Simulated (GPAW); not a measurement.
## Worked example: self-consistent single point of Ni3Fe (Pm-3m, 4 atoms in the cell) in GPAW

Level of theory: PBE, GPAW PAW datasets PBE (gpaw-data 1.0.1) (plane waves; GPAW 25.7.0).

Input as run:

```python
from ase import Atoms
from ase.units import GPa
from gpaw import GPAW, PW, FermiDirac

atoms = Atoms(['Fe', 'Ni', 'Ni', 'Ni'],
              cell=[[3.550000, 0.000000, 0.000000],
                    [0.000000, 3.550000, 0.000000],
                    [0.000000, 0.000000, 3.550000]],
              scaled_positions=[[0.000000, 0.000000, 0.000000],
                                [0.000000, 0.500000, 0.500000],
                                [0.500000, 0.000000, 0.500000],
                                [0.500000, 0.500000, 0.000000]],
              pbc=True)

atoms.set_initial_magnetic_moments([3.0, 0.5, 0.5, 0.5])

calc = GPAW(spinpol=True,
            mode=PW(850),
            xc='PBE',
            kpts={'size': (8, 8, 8), 'gamma': True},
            occupations=FermiDirac(0.1),
            nbands=-8,
            convergence={'density': 1e-05, 'energy': 1e-05},
            symmetry={'symmorphic': False, 'tolerance': 0.0005},
            maxiter=120)

atoms.calc = calc

energy = atoms.get_potential_energy()
print('Energy (eV):', round(energy, 6))
forces = atoms.get_forces()
print('Forces (eV/Ang):')
print(forces.round(5))
stress = atoms.get_stress()
print('Stress (GPa, Voigt):', (stress / GPa).round(4))
```

Log, with long lists cut:

```
Input parameters:
  convergence: {density: 1e-05,
                energy: 1e-05}
  kpts: {gamma: True,
         size: (8, 8, 8)}
  maxiter: 120
  mode: {ecut: 850.0,
         name: pw}
  nbands: -8
  occupations: {fixmagmom: False,
                name: fermi-dirac,
                width: 0.1}
  spinpol: True
  symmetry: {symmorphic: False,
             tolerance: 0.0005}
  xc: PBE

species:
  Fe:
    name: Iron
    Z: 26.0
    valence: 8
    core: 18
    charge: 0.0
    file: Fe.PBE.gz

    # Using partial waves for Fe as LCAO basis

  Ni:
    name: Nickel
    Z: 28.0
    valence: 16
    core: 12
    charge: 0.0
    file: Ni.PBE.gz

    # Using partial waves for Ni as LCAO basis

Reference energy: -158723.449942  # eV

Spin-polarized calculation.
Initial magnetic moment: 4.500000

Convergence criteria:
 Maximum [total energy] change in last 3 cyles: 1e-05 eV / valence electron
 Maximum integral of absolute [dens]ity change: 1e-05 electrons / valence electron
 Maximum integral of absolute [eigenst]ate change: 4e-08 eV^2 / valence electron
 Maximum number of scf [iter]ations: 120

Symmetries present (total): 48
Symmetries with fractional translations: 0
512 k-points: 8 x 8 x 8 Monkhorst-Pack grid + [1/16,1/16,1/16]
35 k-points in the irreducible part of the Brillouin zone
       k-points in crystal coordinates                weights
   0:     0.00000000    0.00000000    0.00000000          1/512
   1:     0.12500000    0.00000000    0.00000000          6/512
   2:     0.12500000    0.12500000    0.00000000         12/512
   [... 7 lines left out ...]
          ...
  34:     0.50000000    0.50000000    0.50000000          1/512

Wave functions: Plane wave expansion
  Cutoff energy: 850.000 eV
  Number of coefficients (min, max): 2491, 2542
  Pulay-stress correction: 0.000000 eV/Ang^3 (de/decut=0.000000)

Occupation numbers: Fermi-Dirac:
  width: 0.1000  # eV

Eigensolver

Densities:
  Coarse grid: 24*24*24 grid
  Fine grid: 48*48*48 grid
  Total Charge: 0.000000

Density mixing:
  Method: difference
  Backend: pulay
  Linear mixing parameter: 0.05
  old densities: 5
  Damping of long wavelength oscillations: 50

Hamiltonian:
  XC and Coulomb potentials evaluated on a 48*48*48 grid
  External potential:
    NoExternalPotential

XC parameters: PBE with 2 nearest neighbor stencil

Number of atoms: 4
Number of atomic orbitals: 45
Number of bands in calculation: 38
Number of valence electrons: 56
Bands to converge: occupied

Density initialized from atomic densities
  38 bands from LCAO basis set

Atomic positions and initial magnetic moments

Positions:
   0 Fe     0.000000    0.000000    0.000000    ( 0.0000,  0.0000,  3.0000)
   1 Ni     0.000000    1.775000    1.775000    ( 0.0000,  0.0000,  0.5000)
   2 Ni     1.775000    0.000000    1.775000    ( 0.0000,  0.0000,  0.5000)
   3 Ni     1.775000    1.775000    0.000000    ( 0.0000,  0.0000,  0.5000)

Unit cell:
           periodic     x           y           z      points  spacing
  1. axis:    yes    3.550000    0.000000    0.000000    24     0.1479
  2. axis:    yes    0.000000    3.550000    0.000000    24     0.1479
  3. axis:    yes    0.000000    0.000000    3.550000    24     0.1479

  Lengths:   3.550000   3.550000   3.550000
  Angles:   90.000000  90.000000  90.000000

Effective grid spacing dv^(1/3) = 0.1479

     iter     time        total  log10-change:  magmom
                         energy   eigst   dens
iter:   1 --:--:--   -31.404612                   +4.5057
iter:   2 --:--:--   -30.907472   -0.27  -1.77    +4.3716
iter:   3 --:--:--   -30.967156   -0.83  -1.84    +4.4936
iter:   4 --:--:--   -31.681111   -1.26  -1.89    +4.4955
iter:   5 --:--:--   -31.347286   -1.62  -1.89    +4.5190
iter:   6 --:--:--   -31.425416   -2.03  -2.19    +4.5681
   [... 9 lines left out ...]
iter:  16 --:--:--   -31.307519   -3.87  -2.98    +4.8999
iter:  17 --:--:--   -31.294052   -3.95  -2.65    +4.8730
iter:  18 --:--:--   -31.295153   -4.91  -3.37    +4.8739
iter:  19 --:--:--   -31.294394   -5.22  -3.52    +4.8696
iter:  20 --:--:--   -31.294494   -5.65  -3.61    +4.8673
iter:  21 --:--:--   -31.294574c  -5.78  -3.58    +4.8672
iter:  22 --:--:--   -31.294669c  -5.59  -3.61    +4.8687
iter:  23 --:--:--   -31.294690c  -5.43  -3.30    +4.8685
iter:  24 --:--:--   -31.295042c  -5.84  -3.85    +4.8695
iter:  25 --:--:--   -31.294912c  -6.77  -4.26    +4.8692
iter:  26 --:--:--   -31.295021c  -7.32  -4.10    +4.8698
   [... 2 lines left out ...]
iter:  29 --:--:--   -31.294855c  -6.45  -4.02    +4.8688
iter:  30 --:--:--   -31.294762c  -7.15  -3.89    +4.8687
iter:  31 --:--:--   -31.294751c  -7.04  -3.79    +4.8690
iter:  32 --:--:--   -31.294708c  -6.92  -3.81    +4.8690
iter:  33 --:--:--   -31.294644c  -6.98  -3.73    +4.8693
iter:  34 --:--:--   -31.294688c  -7.84c -3.64    +4.8690
iter:  35 --:--:--   -31.295468   -5.62  -3.69    +4.8649
iter:  36 --:--:--   -31.293771   -4.91  -4.03    +4.8768
iter:  37 --:--:--   -31.294721   -5.41  -3.29    +4.8692
iter:  38 --:--:--   -31.294606   -6.53  -3.77    +4.8708
iter:  39 --:--:--   -31.294666c  -6.82  -3.75    +4.8699
iter:  40 --:--:--   -31.294671c  -8.14c -3.75    +4.8700
iter:  41 --:--:--   -31.294683c  -8.92c -3.76    +4.8700
iter:  42 --:--:--   -31.294779c  -6.64  -3.78    +4.8702
iter:  43 --:--:--   -31.294705c  -6.89  -3.92    +4.8700
iter:  44 --:--:--   -31.295166c  -5.84  -3.82    +4.8700
iter:  45 --:--:--   -31.295049c  -7.68c -4.30    +4.8701
iter:  46 --:--:--   -31.294979c  -7.38  -4.51    +4.8705
iter:  47 --:--:--   -31.295763   -5.69  -4.57    +4.8657
iter:  48 --:--:--   -31.295337   -5.92  -3.73    +4.8641
iter:  49 --:--:--   -31.295235c  -7.27  -4.02    +4.8648
iter:  50 --:--:--   -31.294742   -5.52  -4.27    +4.8705
iter:  51 --:--:--   -31.295147c  -6.37  -3.95    +4.8674
iter:  52 --:--:--   -31.295277c  -6.67  -5.00    +4.8660
iter:  53 --:--:--   -31.295238c  -8.27c -4.35    +4.8662
iter:  54 --:--:--   -31.295111c  -7.17  -4.56    +4.8663
iter:  55 --:--:--   -31.295093c  -7.92c -4.69    +4.8662
iter:  56 --:--:--   -31.295057c  -7.73c -4.60    +4.8667
iter:  57 --:--:--   -31.294997c  -6.92  -4.45    +4.8677
iter:  58 --:--:--   -31.294971c  -7.64c -4.29    +4.8675
iter:  59 --:--:--   -31.294963c  -8.71c -4.18    +4.8676
iter:  60 --:--:--   -31.294954c  -8.18c -4.17    +4.8679
iter:  61 --:--:--   -31.294953c  -9.80c -4.16    +4.8679
iter:  62 --:--:--   -31.294989c  -8.01c -4.15    +4.8679
iter:  63 --:--:--   -31.294814c  -6.42  -4.23    +4.8679
iter:  64 --:--:--   -31.295005c  -6.41  -3.81    +4.8679
iter:  65 --:--:--   -31.295126c  -6.83  -4.33    +4.8679
iter:  66 --:--:--   -31.295120c  -8.70c -5.47c   +4.8679

Converged after 66 iterations.

Dipole moment: (-0.000000, -0.000000, -0.000000) |e|*Ang

Total magnetic moment: (0.000000, 0.000000, 4.867925)
Local magnetic moments:
   0 Fe ( 0.000000,  0.000000,  2.879636)
   1 Ni ( 0.000000,  0.000000,  0.701445)
   2 Ni ( 0.000000,  0.000000,  0.701445)
   3 Ni ( 0.000000,  0.000000,  0.701445)

Energy contributions relative to reference atoms: (reference = -158723.449942)

Kinetic:        +25.708794
Potential:      -19.199595
External:        +0.000000
XC:             -38.103683
Entropy (-ST):   -0.106566
Local:           +0.352647
SIC:             +0.000000
--------------------------
Free energy:    -31.348403
Extrapolated:   -31.295120

Spin contamination: 0.250170 electrons
Showing only first 2 kpts
                      Up                     Down
 Kpt  Band  Eigenvalues  Occupancy  Eigenvalues  Occupancy
  0    26      8.30443    0.99914     10.05480    0.00003
  0    27      8.36176    0.99847     10.32255    0.00000
  0    28      8.36176    0.99847     10.32255    0.00000
  0    29      8.36176    0.99847     10.32255    0.00000

  1    26      8.23177    0.99958      9.90683    0.00013
  1    27      8.23177    0.99958      9.90683    0.00013
  1    28      8.30447    0.99914      9.99413    0.00005
  1    29      8.36192    0.99847     10.31853    0.00000

Fermi level: 9.01018

No gap
No difference between direct/indirect transitions
Energy (eV): -31.29512

Forces in eV/Ang:
  0 Fe   -0.00000   -0.00000    0.00000
  1 Ni    0.00000    0.00000    0.00000
  2 Ni    0.00000    0.00000    0.00000
  3 Ni    0.00000    0.00000    0.00000

Stress tensor:
    -0.005881     0.000000     0.000000
     0.000000    -0.005881     0.000000
     0.000000     0.000000    -0.005881
Stress (GPa, Voigt): [-0.9422 -0.9422 -0.9422  0.      0.      0.    ]
```

The run converged in 66 iterations. GPAW prints stress with tension positive.

The starting cell has typed, rounded lattice constants, without a prior relaxation at this level. The magnetic order is the one reached from the typed start; others were not searched systematically.

Cost on one core of a shared machine: roughly 8 min.
